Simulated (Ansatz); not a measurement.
Given:

```
W2Zr
1.0
    0.00000     3.78916     3.78916
    3.78916     0.00000     3.78916
    3.78916     3.78916     0.00000
Zr W
2 4
Direct
  0.75000   0.75000   0.75000
  0.50000   0.50000   0.50000
  0.12500   0.62500   0.12500
  0.12500   0.12500   0.12500
  0.62500   0.12500   0.12500
  0.12500   0.12500   0.62500
```

Computed with PBEsol, DFPT electron-phonon coupling, linearised Boltzmann equation (plane waves, PAW, scalar-relativistic; Ansatz, a quantum-chemistry and plane-wave program). Geometry: relaxed with this functional, without spin-orbit coupling.

What phonon-limited resistivity does this give at 300 K?

11.6 μΩ·cm.

How long is the mean free path there?

14.2 nm, weighted by the current that each state carries. Wires not much wider than this gain resistivity from their walls.

A metal at this level (no band gap). Only scattering by harmonic phonons is included (no impurities, grain boundaries, electron-electron scattering or thermal expansion). Spin-orbit coupling is left out, which matters with elements this heavy. Halving the electron mesh (20x20x20) moves the resistivity by up to 1 % at 300 K, the mean free path by up to 6 %. Smearing 0.20 eV; phonons on a 3x3x3 q mesh, which this run doesn't test.

Formula and space group known from diffraction (Crystallography Open Database), not checked to be the room-temperature form: ZrW2 (Fd-3m).
